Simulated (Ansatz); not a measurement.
The starting structures come from a database of crystals and need not be the phases stable at ambient conditions.

By PBEsol, the system below comes out a metal.

The ballistic (Sharvin) conductance counts the channels at the Fermi level: G/A = (e²/h) × channels of both spins per area.

Here is the system:

```xyz
4
Lattice="3.8260 0.0000 0.0000 0.0000 5.4107 0.0000 0.0000 2.7054 2.7054" Properties=species:S:1:pos:R:3 pbc="T T T"
Ti     0.0000     0.0000     0.0000
Rh     0.0000     2.7054     0.0000
Rh     1.9130     1.3527     1.3527
Rh     1.9130     4.0581     1.3527
```

The cell is taken as given; by PBEsol it stands under a pressure of -5.1 GPa.

The current flows along the normal of the first two printed cell vectors, the (110) plane of the conventional cell. No spin-orbit coupling; the value is a mean over 0.1 eV about the Fermi level.

Question: Estimate the ballistic conductance per area that Ansatz (a quantum-chemistry and plane-wave program) with PBEsol returns for this system.

Answer: 1.1 × 10¹⁵ S/m² for both spins.
